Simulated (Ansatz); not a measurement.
The starting structures come from a database of crystals and need not be the phases stable at ambient conditions.

```
Ca2Ge
1.0
    5.08227     0.00000     0.00000
    0.00000     7.18741     0.00000
    2.54113     3.59370     2.54113
Ca Ge
2 1
Cartesian
  2.54113   5.39056   0.00000
  2.54113   1.79685   0.00000
  0.00000   0.00000   0.00000
```

Space group of this cell: Fm-3m, anti-fluorite. The cell is taken as given; by PBEsol its mean pressure is -1.1 GPa.

Transport runs along the normal of the first two printed cell vectors, the (110) plane of the conventional cell.

The gap is the functional's own. No spin-orbit coupling. Mid-gap values are interpolated on the energy grid.

### Question
Compute, with PBEsol (Ansatz, a first-principles code), the band gap and the smallest decay constant κ at mid-gap.

### Answer
Gap 0.54 eV on a 12×12×12 mesh; κ = 0.090 1/Å, at the zone centre.
